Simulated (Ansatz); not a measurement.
Zinc-blende KF (model structure) was calculated with PBEsol in Ansatz (PAW).

Settings: plane-wave cutoff 500 eV, 10×10×10 k mesh, gaussian smearing 0.02 eV, scalar-relativistic PAW data made under PBE.

Cell (relaxed at this level):

```cif
data_FK
_chemical_formula_sum 'K1 F1'
_space_group_name_H-M_alt 'P 1'
_space_group_IT_number 1
_cell_length_a 4.13392
_cell_length_b 4.13392
_cell_length_c 4.13392
_cell_angle_alpha 60.000
_cell_angle_beta 60.000
_cell_angle_gamma 60.000
loop_
_space_group_symop_operation_xyz
  'x, y, z'
loop_
_atom_site_label
_atom_site_type_symbol
_atom_site_fract_x
_atom_site_fract_y
_atom_site_fract_z
_atom_site_occupancy
K1 K 0.00000 0.00000 0.00000 1
F1 F 0.25000 0.25000 0.25000 1
```

Task: Estimate the band gap that the calculation returns.

Result: 
* **band gap**: 5.26 eV (on the SCF k mesh)

Note: the relaxation could raise the start's symmetry but not lower it, so the cell can be a saddle point.

A model structure was made by putting elements into a prototype or built by hand; it is no filed structure, need not be a known phase, and can be a saddle point held by its symmetry.

Ansatz is a quantum-chemistry and plane-wave program.
